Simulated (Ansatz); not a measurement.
For rock salt MgSe at 850 K, quasi-harmonic lattice dynamics with DFT at the LDA level (Ansatz, a program for electronic structure) gives a volume expansion coefficient α_V = 18.84 × 10⁻⁶ K⁻¹, an isothermal bulk modulus B_T = 169.1 GPa, a molar volume V_m = 18.560 cm³/mol and C_V = 49.03 J/(mol K). The cell was generated from a structure type, relaxed within its symmetry, and need not be the phase found at ambient conditions. The pressure is 30 GPa. The structure is held there; whether it is the stable one at that pressure was not tested.

Task: Work out the Grüneisen parameter, C_P and the adiabatic bulk modulus.

Result: γ = α_V B_T V_m / C_V = 1.21. C_P − C_V = α_V² B_T V_m T = 0.95 J/(mol K), so C_P = 49.98 J/(mol K). B_S = B_T C_P/C_V = B_T (1 + α_V γ T) = 172.4 GPa.

The PAW data sets were generated under PBE and serve the other functionals too.
